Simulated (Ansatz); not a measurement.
The reference is PtSe₂ in the CdI2 type structure (space group P-3m1, No. 164; a = 3.7722 Å, c = 4.8212 Å; layered; relaxed with 0.1 eV smearing). Axes: x lies along a and z along c of the hexagonal cell.

The values are results of PBE-D3(BJ)/PAW in Ansatz (a first-principles code), no SOC, not measurements.

For the base:

```
Item                Value
---------------  --------
Pressure          0.0 GPa
Volume per atom  19.80 Å³
```

It is then changed as follows: tensile biaxial strain of 2.00 % in the plane normal to [001], as in epitaxy on a mismatched substrate; the out-of-plane cell vector and the atoms relax.

Q: What does the calculation give for the pressure and volume per atom after the change?

A: The pressure (mean of the normal stresses, compression positive) goes from zero to -2.5 GPa; the volume per atom increases by 0.27 Å³, from 19.80 Å³ to 20.07 Å³.

Stability against distortions was not tested. The final runs are not spin-polarised.
